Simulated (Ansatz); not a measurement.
The parent structure is CdSe in the zinc blende structure (space group F-43m, No. 216; a = 6.082 Å).

All numbers come from Kohn–Sham DFT with the PBEsol functional, run in Ansatz (a quantum-chemistry and plane-wave program) with PAW and 420 eV plane waves, no spin-orbit coupling, earlier PAW set.

Before the change:

| Property | Value |
|---|---|
| Band gap | 0.48 eV |
| Width of the top valence band | 2.25 eV |
| Hole mass | 0.050, 0.66, 0.66 mₑ (at Γ) |
| Lattice parameter a | 11.493 bohr |

It is then changed as follows: full substitution Se → Te; the structure is relaxed again.

Tabulated Pauling electronegativity and covalent radius: Se 2.55, 1.20 Å; Te 2.10, 1.38 Å.

What happens to the band gap, width of the top valence band, hole mass and lattice parameter a?

The band gap rises by 0.17 eV to 0.65 eV; the width of the top valence band falls by 0.04 eV to 2.21 eV; the hole mass (degenerate bands, along [100]) becomes 0.055, 0.51, 0.51 mₑ (at Γ) (base: 0.050, 0.66, 0.66 mₑ (at Γ)); the lattice parameter a rises by 0.7692 bohr to 12.263 bohr.

Spin-orbit coupling, missing from the scalar runs, can matter with Te. Effective masses come from finite differences of ±0.01 Å⁻¹. Stability against distortions was not tested.
